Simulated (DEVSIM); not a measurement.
Structure: illuminated GaAs p-on-n cell, one wavelength, at 250 K.

Layer 1 from the left is GaAs, thickness (μm) 0.320, Na (cm⁻³) 6.8e17, τn (s) 1.7e-9, τp (s) 3.2e-10, absorption coefficient (cm⁻¹) 23000. Layer 2 from the left is GaAs, thickness (μm) 3.00, Nd (cm⁻³) 2e16, τn (s) 1.4e-8, τp (s) 1.4e-8, absorption coefficient (cm⁻¹) 23000.

Left contact: ohmic, minority electron recombination velocity 400 cm/s. Right contact: ohmic, minority hole recombination velocity 4e5 cm/s. Voltage is applied to the left contact. Recombination: SRH at mid-gap, radiative, Auger. Light enters at the left, 9.5e17 photons cm⁻² s⁻¹, one pass, no reflection. Mobility is constant in doping.

This is a model device: material constants are rounded textbook-type values typed into the input, and sizes, dopings and lifetimes were drawn at random. Values at 300 K; Nc and Nv go as T^1.5, mobilities as T to minus their exponent, the gap by Varshni's rule with the affinity fixed.

GaAs: gap (eV) 1.424, affinity (eV) 4.07, permittivity 12.9, Nc (cm⁻³) 4.7e17, Nv (cm⁻³) 9e18, μn (cm²/Vs) 8500, μp (cm²/Vs) 400, T exponent of μn 2.1, T exponent of μp 2.2, B (cm³/s) 2e-10, Cn (cm⁶/s) 1e-30, Cp (cm⁶/s) 1e-30, Varshni α (eV/K) 0.000541, Varshni β (K) 204.

Simulated with DEVSIM: 1D drift-diffusion, Boltzmann statistics, complete ionisation; no tunnelling, impact ionisation, image-force lowering or self-heating.

**Question.** What does the simulation give for the potential step across the device at zero bias, the dark forward voltage at 1 A/cm², the share of generated pairs collected at short circuit?

**Answer.** potential step across the device at zero bias 1.334 V; dark forward voltage at 1 A/cm² 1.149 V; share of generated pairs collected at short circuit 0.960.
